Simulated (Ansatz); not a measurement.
## A computed series for Sb: response to strain

Start from Sb (space group R-3m, No. 166; a = 4.2657 Å, c = 10.6978 Å (hexagonal axes); relaxed with 0.1 eV smearing). Axes: x lies along a and z along c of the hexagonal cell.

Strains are applied to the cell and any free atomic positions relax; under biaxial strain the out-of-plane vector relaxes too; under stress the whole cell relaxes.

Computed with Ansatz (a first-principles code) PBEsol-D3(BJ), no spin-orbit coupling.

Notes on the quantities. pressure: mean of the normal stresses, compression positive; energy relative to the base: free energy F.

```json
[
 {"change": "base", "pressure": "0.0 GPa", "volume per atom": "28.10 Å³", "energy relative to the base": "0 meV/atom", "space group": "R-3m (No. 166)"},
 {"change": "biaxial strain +2.08 %, plane normal [001], relaxed out of plane", "pressure": "-1.2 GPa", "volume per atom": "[?]", "energy relative to the base": "+6.8 meV/atom", "space group": "R-3m (No. 166)"},
 {"change": "isotropic strain +5.24 %", "pressure": "[?]", "volume per atom": "32.75 Å³", "energy relative to the base": "+96 meV/atom", "space group": "R-3m (No. 166)"},
 {"change": "uniaxial strain ε_yy = +1.21 %", "pressure": "-0.7 GPa", "volume per atom": "28.44 Å³", "energy relative to the base": "+1.3 meV/atom", "space group": "C2/m (No. 12)"},
 {"change": "uniaxial strain ε_zz = −2.96 %", "pressure": "1.4 GPa", "volume per atom": "27.26 Å³", "energy relative to the base": "+4.8 meV/atom", "space group": "R-3m (No. 166)"},
 {"change": "uniaxial stress, 0.5 GPa compression along z", "pressure": "–", "volume per atom": "27.94 Å³", "energy relative to the base": "+0.5 meV/atom", "space group": "R-3m (No. 166)"}
]
```

Question: Complete the table.

Answer: 
- biaxial strain +2.08 %, plane normal [001], relaxed out of plane, volume per atom: 28.53 Å³
- isotropic strain +5.24 %, pressure: -5.8 GPa

Beyond what the load breaks, stability against distortions was not tested.
